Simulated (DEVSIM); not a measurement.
Device: InP/In0.53Ga0.47As p-n heterojunction, at 300 K.

```tsv
layer (left to right)	material	thickness (μm)	Nd (cm⁻³)	Na (cm⁻³)	τn (s)	τp (s)
1	InP	1.90	-	1.3e16	1.9e-9	1.9e-9
2	In0.53Ga0.47As	1.00	1.5e16	-	1.9e-9	1.9e-9
```

Left contact: ohmic. Right contact: ohmic. Voltage is applied to the left contact. Recombination: SRH at mid-gap, radiative, Auger. Mobility is μmin + (μ − μmin)/(1 + (N/Nref)^α).

Constants are typed, rounded textbook-type inputs, not results; the design itself was drawn at random and stands for no fabricated device. Values at 300 K.

| parameter | InP | In0.53Ga0.47As |
|---|---|---|
| gap (eV) | 1.344 | 0.74 |
| affinity (eV) | 4.38 | 4.51 |
| permittivity | 12.5 | 13.9 |
| Nc (cm⁻³) | 5.7e17 | 2.1e17 |
| Nv (cm⁻³) | 1.1e19 | 7.7e18 |
| μn (cm²/Vs) | 5200 | 12000 |
| μp (cm²/Vs) | 170 | 300 |
| μn,min | 400 | 300 |
| μp,min | 10 | 10 |
| Nref,n | 3e17 | 1.3e17 |
| Nref,p | 4.9e17 | 4.9e17 |
| αn | 0.47 | 0.48 |
| αp | 0.62 | 0.4 |
| B (cm³/s) | 1.2e-10 | 9.6e-11 |
| Cn (cm⁶/s) | 9e-31 | 5e-29 |
| Cp (cm⁶/s) | 9e-31 | 5e-29 |

Model (solved in DEVSIM): 1D drift-diffusion, Boltzmann statistics, complete ionisation; no tunnelling, impact ionisation, image-force lowering or self-heating. Band offsets follow the typed affinities; no thermionic-emission limit at abrupt steps, no polarisation charge.

Problem. Tabulate band edges, carrier densities and field at 0.7 V on the left contact.

Solution. Energies count from the Fermi level of the right contact; mesh points crowd at the junctions.

```csv
x (μm),Ec (eV),Ev (eV),n (cm⁻³),p (cm⁻³),field (V/cm)
0.000,0.470,-0.874,< 1e2,1.3e16,24
0.006496,0.470,-0.874,2.4e7,1.3e16,24
0.02284,0.470,-0.874,8.5e7,1.3e16,24
0.06009,0.470,-0.874,2.2e8,1.3e16,24
0.2059,0.470,-0.874,7.6e8,1.3e16,24
0.4897,0.471,-0.873,1.8e9,1.3e16,24
1.093,0.472,-0.872,3.9e9,1.3e16,24
1.655,0.473,-0.871,6.0e9,1.3e16,-160
1.798,0.446,-0.898,1.8e10,4.4e15,-6300
1.861,0.376,-0.968,2.7e11,2.7e14,-17000
1.886,0.329,-1.015,1.7e12,3.1e13,-21000
1.899,0.300,-1.044,5.1e12,1.1e12,-24000
1.904,0.159,-0.581,4.4e14,1.8e16,-19000
1.917,0.138,-0.602,1.0e15,7.8e15,-15000
1.965,0.091,-0.649,6.3e15,1.2e15,-5800
2.058,0.069,-0.671,1.4e16,4.9e14,-520
2.292,0.068,-0.672,1.5e16,3.2e14,≈ 0
2.630,0.068,-0.672,1.5e16,1.4e14,≈ 0
2.820,0.068,-0.672,1.5e16,4.0e13,≈ 0
2.868,0.068,-0.672,1.5e16,1.6e13,≈ 0
2.889,0.068,-0.672,1.5e16,5.4e12,≈ 0
2.900,0.068,-0.672,1.5e16,4.0e7,≈ 0
```
